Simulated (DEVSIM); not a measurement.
System: abrupt Si n-p junction, at 300 K.

Layer 1 from the left is Si, thickness (μm) 0.440, Nd (cm⁻³) 6.3e17, τn (s) 1.8e-5, τp (s) 1.8e-5. Layer 2 from the left is Si, thickness (μm) 20.0, Na (cm⁻³) 2.2e14, τn (s) 1.8e-5, τp (s) 1.8e-5.

Left contact: ohmic. Right contact: ohmic. Voltage is applied to the left contact. Recombination: SRH at mid-gap, radiative. Mobility is constant in doping.

Constants are typed, rounded textbook-type inputs, not results; the design itself was drawn at random and stands for no fabricated device. Values at 300 K.

Si: gap (eV) 1.124, affinity (eV) 4.05, permittivity 11.7, Nc (cm⁻³) 2.86e19, Nv (cm⁻³) 3.1e19, μn (cm²/Vs) 1417, μp (cm²/Vs) 470, B (cm³/s) 4.7e-15.

Task: Estimate by hand the built-in potential, the peak field at zero bias, the capacitance at 3 V, and compare with a numerical solution.

Result: 
- Built-in potential: ni = √(Nc Nv) exp(−Eg/2kT) = 1.08e10 cm⁻³ with Eg = 1.124 eV; Vbi = kT/q ln(Na Nd/ni²) = 0.719 V; numerical 0.719 V.
- Peak field at zero bias: depletion approximation: W = √(2εVbi/(qN)) = 2.06 μm with N = 2.20e14 cm⁻³; field = 2Vbi/W = 6990 V/cm; numerical 43300 V/cm (estimate below by 84 %).
- Capacitance at 3 V: C = √(qεN / 2(Vbi + |V|)) = 2.22 nF/cm²; numerical 2.25 nF/cm² (estimate below by 1.7 %).

Simulated with DEVSIM: 1D drift-diffusion, Boltzmann statistics, complete ionisation; no tunnelling, impact ionisation, image-force lowering or self-heating.
